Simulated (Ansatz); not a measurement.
ReC (model structure, started from the rocksalt type, Fm-3m, No. 225, 2 atoms in the cell) was calculated with PBE (Ansatz, a quantum-chemistry and plane-wave program, plane waves, PAW).

Settings: plane-wave cutoff 520 eV, 22×22×22 k mesh, Fermi–Dirac smearing 0.05 eV, no spin polarisation, scalar-relativistic PAW data made under PBE.

Cell (relaxed at this level):

```
ReC
1.0
    0.00000     2.17342     2.17342
    2.17342     0.00000     2.17342
    2.17342     2.17342     0.00000
C Re
1 1
Direct
  0.00000   0.00000   0.00000
  0.50000   0.50000   0.50000
```

Problem. Estimate the bulk modulus B0 that the calculation returns.

Solution. 
* **bulk modulus B0**: 371 GPa

Note: the run has no spin polarisation, so it can have missed a magnetic state; the bulk modulus is −V dP/dV from two relaxed cells at ±2 % in volume; the relaxation could raise the start's symmetry but not lower it, so the cell can be a saddle point.

Spin–orbit coupling is not included; it can open a gap where bands touch, and shift volumes and moduli.

Cost on a shared machine: around 40 core-seconds (rough).

A model structure was made by putting elements into a prototype or built by hand; it is no filed structure, need not be a known phase, and can be a saddle point held by its symmetry.
